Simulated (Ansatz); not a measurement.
## Ga2O3, pressure series

Base system: Ga₂O₃ in the corundum structure (space group R-3c, No. 167).

```xyz
10
Lattice="2.4750 1.4289 4.4353 -2.4750 1.4289 4.4353 0.0000 -2.8578 4.4353" Properties=species:S:1:pos:R:3 pbc="T T T"
Ga     0.0000     0.0000     8.5721
Ga     0.0000     0.0000     1.9192
Ga     0.0000     0.0000     4.7337
Ga     0.0000     0.0000    11.3865
O      0.7494     1.5599     5.5441
O     -1.7256    -0.1309     5.5441
O     -0.7494    -1.5599     7.7617
O     -0.9762     1.4289     7.7617
O      1.7256     0.1309     7.7617
O      0.9762    -1.4289     5.5441
```

Cell and atoms are relaxed at each pressure.

The values are results of LDA/PAW in Ansatz (an electronic-structure program), no spin-orbit coupling, not measurements.

```json
[
 {"pressure (GPa)": "-2", "volume per atom (Å³/atom)": "9.492"},
 {"pressure (GPa)": "0", "volume per atom (Å³/atom)": "9.411"},
 {"pressure (GPa)": "0.9", "volume per atom (Å³/atom)": "9.376"},
 {"pressure (GPa)": "2.1", "volume per atom (Å³/atom)": "9.330"},
 {"pressure (GPa)": "4.5", "volume per atom (Å³/atom)": "?"},
 {"pressure (GPa)": "9", "volume per atom (Å³/atom)": "9.087"},
 {"pressure (GPa)": "15", "volume per atom (Å³/atom)": "8.900"},
 {"pressure (GPa)": "22.5", "volume per atom (Å³/atom)": "8.692"},
 {"pressure (GPa)": "30", "volume per atom (Å³/atom)": "8.506"}
]
```

Task: Fit the third-order Birch–Murnaghan form P(V) = (3B₀/2)[(V₀/V)^(7/3) − (V₀/V)^(5/3)]·[1 + (3/4)(B₀′ − 4)((V₀/V)^(2/3) − 1)] (squares taken in P) to the rows shown and predict the withheld row.

Result: Least squares on the printed values gives V₀ = 9.411 Å³/atom, B₀ = 238 GPa, B₀′ = 4.4; this predicts 9.242 Å³/atom, and the run gives 9.242 Å³/atom, in agreement.

Load acts through the strain it causes; cell and atoms are relaxed under it. Whether these cells are dynamically stable was not tested. No other phases were tried under pressure.
